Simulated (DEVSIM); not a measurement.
System: illuminated GaAs p-on-n cell, one wavelength, at 300 K.

Layer 1 from the left is GaAs, thickness (μm) 0.0550, Na (cm⁻³) 1.4e18, τn (s) 4.5e-9, τp (s) 4.1e-10, absorption coefficient (cm⁻¹) 25000. Layer 2 from the left is GaAs, thickness (μm) 4.90, Nd (cm⁻³) 4.7e15, τn (s) 2.4e-9, τp (s) 2.4e-9, absorption coefficient (cm⁻¹) 25000.

Left contact: ohmic, minority electron recombination velocity 3e6 cm/s. Right contact: ohmic, minority hole recombination velocity 1e6 cm/s. Voltage is applied to the left contact. Recombination: SRH at mid-gap, radiative, Auger. Light enters at the left, 3e16 photons cm⁻² s⁻¹, one pass, no reflection. Mobility is constant in doping.

The device is made up for the run: typed textbook-type constants, with dimensions and the other settings drawn at random. Values at 300 K.

GaAs: gap (eV) 1.424, affinity (eV) 4.07, permittivity 12.9, Nc (cm⁻³) 4.7e17, Nv (cm⁻³) 9e18, μn (cm²/Vs) 8500, μp (cm²/Vs) 400, B (cm³/s) 2e-10, Cn (cm⁶/s) 1e-30, Cp (cm⁶/s) 1e-30.

DEVSIM, 1D drift-diffusion, Boltzmann statistics, complete ionisation; no tunnelling, impact ionisation, image-force lowering or self-heating.

Q: What does the simulation give for the largest field in the device at zero bias, the dark forward voltage at 1 A/cm²?

A: largest field in the device at zero bias 69000 V/cm; dark forward voltage at 1 A/cm² 0.999 V.
